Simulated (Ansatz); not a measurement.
## A computed series for SnSe2: response to strain

The reference is SnSe2 in the CdI2 type structure (space group P-3m1, No. 164; a = 3.826 Å, c = 6.231 Å; layered, stacked along the Cartesian z axis). Axes: x lies along a and z along c of the hexagonal cell.

Strains are applied to the cell and any free atomic positions relax; under biaxial strain the out-of-plane vector relaxes too.

Method: Ansatz (an electronic-structure program), r2SCAN+rVV10, PAW, cutoff 500 eV, no spin-orbit coupling.

Candidates:
(a) strain tensor (xx, yy, zz, yz, xz, xy) = (−0.37, +1.17, −1.53, +0.42, +0.91, −0.78) %
(b) uniaxial strain ε_yy = +3.63 %
(c) biaxial strain −3.68 %, plane normal [001], relaxed out of plane
(d) isotropic strain −5.42 %
(e) biaxial strain +0.97 %, plane normal [001], relaxed out of plane

Base values:

The smallest direct gap comes out as 1.49 eV.

**Question.** Order them by smallest direct gap, lowest first.

**Answer.** (b) uniaxial strain ε_yy = +3.63 % (1.15 eV), (e) biaxial strain +0.97 %, plane normal [001], relaxed out of plane (1.26 eV), (a) strain tensor (xx, yy, zz, yz, xz, xy) = (−0.37, +1.17, −1.53, +0.42, +0.91, −0.78) % (1.33 eV), (c) biaxial strain −3.68 %, plane normal [001], relaxed out of plane (1.41 eV), (d) isotropic strain −5.42 % (1.55 eV)

No phonon test of stability was made.
